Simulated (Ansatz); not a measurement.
The starting structures come from a database of crystals and need not be the phases stable at ambient conditions.

Here is the system:

```yaml
crystal:
  lattice:
    - [4.29765, 0.00000, 0.00000]
    - [0.00000, 7.00787, 0.00000]
    - [2.14883, 0.00000, 3.72187]
  atoms:
    - { symbol: Cd, position: [0.00000, 0.50977, 0.00000] }
    - { symbol: Cd, position: [0.33333, 0.99036, 0.33333] }
    - { symbol: Se, position: [0.33333, 0.37425, 0.33333] }
    - { symbol: S, position: [0.00000, 0.87762, 0.00000] }
```

Space group of this cell: P3m1. The cell is taken as given; by r2SCAN its mean pressure is -1.7 GPa.

Calculation: r2SCAN (plane waves, PAW; Ansatz, an electronic-structure program).

The current runs along the normal of the first two printed vectors; no spin-orbit coupling. Scaled by the factor s: both lengths across the current (ions clamped). The meshes follow the cell: 8×6×8 and 8×6 across at s = 0.98, 8×4×8 and 8×4 across at s = 1.00, 8×4×8 and 8×4 across at s = 1.02.

```json
[
 {"s": "0.98", "mean pressure (GPa)": "0.4", "band gap (eV)": "1.23"},
 {"s": "1.00", "mean pressure (GPa)": "-1.7", "band gap (eV)": "1.15"},
 {"s": "1.02", "mean pressure (GPa)": "-3.4", "band gap (eV)": "?"}
]
```

### Question
Take the slope of the band gap against ln s from the two given rows, extrapolate to s = 1.02, and say what the run there gives.

### Answer
Slope = (1.23 − 1.15) / ln 0.98 = -3.96 eV. The line gives 1.15 + (-3.96) × ln 1.02 = 1.07 eV. The run gives 1.01 eV, 0.06 eV under the line, 79 % of the predicted step.
